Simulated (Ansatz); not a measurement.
Si (P6₃/mmc, No. 194, 4 atoms in the cell; start mp-165; another form than the element's usual one) was calculated with r²SCAN+rVV10 in Ansatz (plane waves, PAW).

Run with plane-wave cutoff 560 eV, 12×12×6 k mesh (along the axes of the cell as run), Fermi–Dirac smearing 0.01 eV, scalar-relativistic PAW data made under PBE.

Cell (relaxed at this level):

```cif
data_Si4
_chemical_formula_sum 'Si4'
_space_group_name_H-M_alt 'P63/mmc'
_space_group_IT_number 194
_space_group_name_Hall '-P 6c 2c'
_cell_length_a 3.82527
_cell_length_b 3.82527
_cell_length_c 6.33317
_cell_angle_alpha 90.000
_cell_angle_beta 90.000
_cell_angle_gamma 120.000
loop_
_atom_site_label
_atom_site_type_symbol
_atom_site_symmetry_multiplicity
_atom_site_Wyckoff_symbol
_atom_site_fract_x
_atom_site_fract_y
_atom_site_fract_z
_atom_site_occupancy
Si1 Si 4 f 0.33333 0.66667 0.06315 1
```

Problem. Estimate the band gap and smallest direct gap on the k points sampled that the calculation returns.

Solution. 
* **band gap**: 0.56 eV (indirect)
* **smallest direct gap on the k points sampled**: 1.36 eV

The computed numbers hold no vibrational or temperature effects.

A start named mp-… is a Materials Project structure, which need not be a measured phase.

Ansatz is an electronic-structure program.
